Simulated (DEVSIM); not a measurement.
System: Schottky contact on n-type GaAs, at 300 K.

Layer 1 from the left is GaAs, thickness (μm) 1.50, Nd (cm⁻³) 1.9e15, τn (s) 2.9e-8, τp (s) 2.9e-8.

Left contact: Schottky, work function 4.65 eV, emission velocity 7.6e6 cm/s. Right contact: ohmic. Voltage is applied to the left contact. Recombination: SRH at mid-gap, Auger. Mobility is constant in doping.

Constants are typed, rounded textbook-type inputs, not results; the design itself was drawn at random and stands for no fabricated device. Values at 300 K.

GaAs: gap (eV) 1.424, affinity (eV) 4.07, permittivity 12.9, Nc (cm⁻³) 4.7e17, Nv (cm⁻³) 9e18, μn (cm²/Vs) 8500, μp (cm²/Vs) 400, Cn (cm⁶/s) 1e-30, Cp (cm⁶/s) 1e-30.

Model (solved in DEVSIM): 1D drift-diffusion, Boltzmann statistics, complete ionisation; no tunnelling, impact ionisation, image-force lowering or self-heating. Metal contacts follow the ideal Schottky-Mott rule: no Fermi-level pinning, no interface dipoles.

Dark forward current:

```
|V| (V)  |J| (A/cm²)
-------  -----------
0.05       0.0005728
0.10        0.004511
0.15         0.03156
0.20          0.2167
0.25           1.474
0.30           9.780
0.35           58.59
0.40           254.1
0.45           681.8
0.50            1286
0.55            1990
0.60            2750
```

Task: Work out the local ideality factor n = ΔV / (kT/q · ln(J2/J1)) between the rows 0.15 and 0.20 V, 0.55 and 0.60 V.

Result: kT/q = 25.85 mV. From 0.15 to 0.20 V: ln(0.2167/0.03156) = 1.927, n = 1.00, near the 1 of diffusion or emission over a barrier. From 0.55 to 0.60 V: ln(2750/1990) = 0.323, n = 5.98; the layers' resistance at their doping, Σ W/(qμN) = 5.8e-5 Ω cm², would take 44 mV of this step of 50 mV.

Task: Estimate the current at 0.20 V for emission alone, J0 = q v N_band exp(−φB/kT), and read the barrier back from the simulated current.

Result: φB = 0.580 eV, N_band = 4.70e17 cm⁻³, J0 = 0.000103 A/cm²; J = J0 (exp(qV/kT) − 1) = 0.236 A/cm². The simulation gives 0.217 A/cm²; the estimate lies 9.0 % above. Read backwards, the simulated current gives an apparent barrier of 0.582 eV. The estimate leaves out transport through the depletion region and minority injection.
